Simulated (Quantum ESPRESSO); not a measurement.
# Short convergence ladders for MnBe3 (P4mm, 4 atoms in the cell)

```
CELL_PARAMETERS angstrom
      3.23548     0.00000     0.00000
      0.00000     3.23548     0.00000
      0.00000     0.00000     3.23548
ATOMIC_POSITIONS crystal
  Be 0.01545 0.50000 0.50000
  Be 0.50000 0.00000 0.50000
  Be 0.50000 0.50000 0.00000
  Mn 0.00000 0.00000 0.00000
```
Moments meant for the start (each program seeds them in its own way; μB, in the order of the atoms Be Be Be Mn): 0.0 0.0 0.0 4.0.

Base method: LDA (PZ), GBRV 1.5 ultrasoft (LDA) pseudopotentials (plane waves; Quantum ESPRESSO).

Base settings: ecutwfc = 50 Ry; ecutrho = 400 Ry; occupations = smearing; smearing = gauss; degauss = 0.0073499 Ry; nspin = 2; potentials = {Be: be_lda_v1.4.uspp.F.UPF, Mn: mn_lda_v1.5.uspp.F.UPF}; K_POINTS = automatic 4 4 4 0 0 0; conv_thr = 1e-10 Ry; mixing_beta = 0.3.

The count of work is k-points × plane waves × bands × iterations; it is no time. Core times come from one kind of shared machine, to one figure; runs under 30 s give none.

**The cutoff for other potential files**

Level: DFT, LDA (PZ), plane waves, PSlibrary PAW (LDA) pseudopotentials.

In this ladder: pseudopotentials = {Be: Be.pz-n-kjpaw_psl.1.0.0.UPF, Mn: Mn.pz-spn-kjpaw_psl.1.0.0.UPF}. Moved along: ecutrho.

The second cell is the first with its lattice scaled by 0.98.

The mesh stays at the base's, so the ladder's end is converged at best in this setting alone.

Only quantities that move along the ladder and can be compared are tabulated.

```tsv
ecutwfc	free energy less the last step's (meV/atom)	energy of the compressed cell less the first (meV/atom)	pressure (GPa)	largest difference of a force vector from the last step's (eV/Å)	net moment (μB/atom)	count of work / last	core time / last (rough)
29 Ry	4010.77	-28.29	-348.23	0.008	0.170	0.14	–
36 Ry	725.42	-9.98	-91.89	0.003	0.195	0.17	–
46 Ry	61.14	-10.08	-14.25	0.000	0.212	0.23	–
55 Ry	29.33	-9.13	-7.91	0.000	0.212	0.29	0.3
65 Ry	19.76	-9.34	-8.52	0.000	0.212	0.37	0.4
78 Ry	6.24	-9.25	-8.09	0.000	0.212	0.46	0.5
98 Ry	1.73	-9.22	-7.56	0.000	0.212	0.60	0.6
130 Ry	0.00	-9.24	-7.55	0.000	0.212	1.0	1
```

Coarsest ecutwfc that holds the net moment within 0.01 μB/atom of the last step, with all finer ones: 46 Ry, at 0.23 of the last step's count of work; the step before is off by 0.017 μB/atom.

Coarsest ecutwfc that holds the pressure within 0.2 GPa of the last step, with all finer ones: 98 Ry; the step before is off by 0.54 GPa.

Coarsest ecutwfc that holds the forces within 0.005 eV/Å of the last step, with all finer ones: 36 Ry, at 0.17 of the last step's count of work; the step before is off by 0.008 eV/Å.

At the lowest cutoff the pressure lies 341 GPa under the last step's, the usual sign of Pulay stress in an incomplete plane-wave basis.

**The density cutoff**

The second cell is the first with its lattice scaled by 0.98.

The mesh stays at the base's, so the ladder's end is converged at best in this setting alone.

Only quantities that move along the ladder and can be compared are tabulated.

```tsv
ecutrho	free energy less the last step's (meV/atom)	energy of the compressed cell less the first (meV/atom)	pressure (GPa)	largest difference of a force vector from the last step's (eV/Å)
100 Ry	-61.10	1.06	0.16	0.199
150 Ry	0.02	-7.02	-7.04	0.000
200 Ry	0.11	-7.02	-7.10	0.000
250 Ry	0.04	-7.03	-7.10	0.000
300 Ry	-0.03	-7.02	-7.10	0.000
400 Ry	-0.01	-7.03	-7.10	0.000
500 Ry	0.01	-7.03	-7.09	0.000
600 Ry	0.00	-7.03	-7.10	0.000
800 Ry	0.00	-7.01	-7.09	0.000
```

Coarsest ecutrho that holds the free energy within 2 meV/atom of the last step, with all finer ones: 150 Ry; the step before is off by 61 meV/atom.

Coarsest ecutrho that holds the forces within 0.01 eV/Å of the last step, with all finer ones: 150 Ry; the step before is off by 0.20 eV/Å.

Coarsest ecutrho that holds the pressure within 1 GPa of the last step, with all finer ones: 150 Ry; the step before is off by 7.3 GPa.

On the base run: the starting cell comes from a database of computed structures (which also holds hypothetical and non-ambient phases and stackings), without a prior relaxation at this level. Its lattice was rescaled by up to half a per cent. One atom was moved a little off its site on purpose. With one magnetic atom in the cell only a parallel order is possible. In the base run, with a pressure of about -7 GPa the cell is away from its equilibrium volume at this level. Without a gap this mesh is coarse (it stands for a supercell whose shortest vector is 13 Å).
